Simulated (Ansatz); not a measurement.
The reference is Sn in the diamond structure (space group Fd-3m, No. 227; a = 6.6562 Å; relaxed with 0.1 eV smearing). Axes: x, y, z lie along the cube axes.

Method: Ansatz (a quantum-chemistry and plane-wave program), PBE, PAW, cutoff 420 eV, scalar-relativistic without spin-orbit coupling.

For the base:

Shortest interatomic distance: 2.882 Å

Perturbation: biaxial strain −1.50 %, plane normal [001], relaxed out of plane (Cartesian); in-plane vectors clamped, the third vector and the atoms free.

**Question.** How does this affect the energy relative to the base?

**Answer.** The energy grows by 3.0 meV/atom.

**Question.** Estimate the effect on the in-plane stress.

**Answer.** The mean in-plane stress (compression positive) comes out as +0.9 GPa.

**Question.** What happens to the ratio −ε⊥/ε∥?

**Answer.** The ratio −ε⊥/ε∥ amounts to 0.95.

**Question.** How does this affect the shortest interatomic distance?

**Answer.** The shortest interatomic distance drops by 0.015 Å, from 2.882 Å to 2.867 Å.

Whether these cells are dynamically stable was not tested.
